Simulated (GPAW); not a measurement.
Band structure of CdS (F-43m, 2 atoms in the cell).

```xyz
2
Lattice="0.0000 2.9430 2.9430 2.9430 0.0000 2.9430 2.9430 2.9430 0.0000" Properties=species:S:1:pos:R:3 pbc="T T T"
Cd     0.0000     0.0000     0.0000
S      1.4715     1.4715     1.4715
```

Level of theory: PBE, GPAW PAW datasets PBE (gpaw-data 1.0.1) (plane waves; GPAW 25.7.0).

Settings: mode = pw; ecut = 600 eV; xc = PBE; kpts = 5 5 5; mesh shift (steps) = 0 0 0; occupations.name = fermi-dirac; occupations.width = 0 eV; nbands = -4; convergence.density = 1e-05 e/electron; convergence.energy = 1e-05 eV/electron; convergence.bands = -2; symmetry.symmorphic = false; symmetry.tolerance = 0.0005; maxiter = 150.

The starting cell comes from a database of computed structures (which also holds hypothetical and non-ambient phases and stackings), without a prior relaxation at this level.

Predict the gap along the standard path and the places of the band edges.

The gap along the path is 1.07 eV, direct at Γ to within 0.01 eV.

Levels in eV from the top of the valence band on the SCF mesh, bands 6 to 13:
```
point      6      7      8      9    10    11    12     13
-----  -----  -----  -----  -----  ----  ----  ----  -----
Γ      -7.15   0.00   0.00   0.00  1.07  6.49  6.49   6.49
X      -6.73  -3.84  -1.80  -1.80  3.58  4.31  9.07  10.57
W      -6.56  -3.79  -2.17  -2.10  5.29  5.43  7.14   8.03
K      -6.61  -3.82  -2.43  -1.47  4.22  5.37  8.41   8.92
L      -6.79  -4.26  -0.72  -0.72  2.95  6.97  6.97   7.36
U      -6.61  -3.82  -2.43  -1.47  4.22  5.37  8.41   8.92
```
